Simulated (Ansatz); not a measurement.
## CdS in the zinc blende structure (space group F-43m, No. 216)

```
CdS
1.0
    0.00000     2.91212     2.91212
    2.91212     0.00000     2.91212
    2.91212     2.91212     0.00000
Cd S
1 1
Direct
  0.00000   0.00000   0.00000
  0.25000   0.25000   0.25000
```

Calculations: PBEsol (Ansatz, an electronic-structure program), no spin-orbit coupling. Γ-centred 10×10×10 mesh, Fermi–Dirac width 0.05 eV.

The volume per atom is 24.70 Å³, the density is 4.86 g/cm³ and the band gap comes out as 1.01 eV, direct at Γ. The electron mass is 0.11 mₑ and the hole mass (degenerate bands, along [100]) is 0.12, 0.75, 0.75 mₑ. The lowest conduction-band minima above the VBM is Γ 1.01 eV and the total energy is -4535.112 eV/atom (σ→0; compares only within this code and set-up).

Masses are band curvatures over ±0.01 Å⁻¹ around the edge. Stability against distortions was not tested.
